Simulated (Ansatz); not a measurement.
## A computed series for BaTiO3: pressure series

Base system: BaTiO₃ (space group P4mm, No. 99).

BaTiO3 has the tetragonal space group P4mm (No. 99), Pearson symbol tP5. Conventional cell: a = b = 3.9855 Å, c = 4.2013 Å, α = β = γ = 90.00°. Ti on 1b has 1 O at 1.812 Å and 4 O at 2.003 Å and 1 O at 2.389 Å (octahedral). Ba on 1a is coordinated by 8 O at 2.802–2.826 Å and 4 O at 2.991 Å. O1 on 1b sees 1 Ti at 1.812 Å and 1 Ti at 2.389 Å and 4 Ba at 2.826 Å (octahedral). O2 on 2c sees 2 Ti at 2.003 Å and 2 Ba at 2.802 Å and 2 Ba at 2.991 Å (octahedral). (Neighbours: up to the widest gap in distance over summed covalent radii, below 1.35, at either atom; cation-cation and far metal-metal contacts left out.)

Cell and atoms are relaxed at each pressure.

All numbers come from DFT with PBE, PAW potentials and a 420 eV plane-wave cutoff in Ansatz (a program for electronic structure), without spin-orbit coupling.

Notes on the quantities. enthalpy: H = E + PV relative to the base's energy.

```json
[
 {"change": "base", "lattice parameter a": "3.985 Å", "enthalpy": "–", "smallest direct gap": "2.39 eV"},
 {"change": "pressure −1 GPa", "lattice parameter a": "3.986 Å", "enthalpy": "-0.08 eV/atom", "smallest direct gap": "2.42 eV"},
 {"change": "pressure 0.3 GPa", "lattice parameter a": "3.984 Å", "enthalpy": "+0.02 eV/atom", "smallest direct gap": "2.38 eV"},
 {"change": "pressure 0.7 GPa", "lattice parameter a": "3.983 Å", "enthalpy": "+0.06 eV/atom", "smallest direct gap": "2.37 eV"},
 {"change": "pressure 1.5 GPa", "lattice parameter a": "3.981 Å", "enthalpy": "+0.12 eV/atom", "smallest direct gap": "2.35 eV"},
 {"change": "pressure 3 GPa", "lattice parameter a": "3.975 Å", "enthalpy": "+0.25 eV/atom", "smallest direct gap": "2.31 eV"},
 {"change": "pressure 5 GPa", "lattice parameter a": "3.966 Å", "enthalpy": "+0.41 eV/atom", "smallest direct gap": "2.25 eV"},
 {"change": "pressure 7.5 GPa", "lattice parameter a": "3.954 Å", "enthalpy": "+0.60 eV/atom", "smallest direct gap": "2.19 eV"},
 {"change": "pressure 10 GPa", "lattice parameter a": "3.942 Å", "enthalpy": "+0.80 eV/atom", "smallest direct gap": "2.12 eV"}
]
```

Load acts through the strain it causes; cell and atoms are relaxed under it. No phonon test of stability was made. No other phases were tried under pressure. All final runs are without spin polarisation.
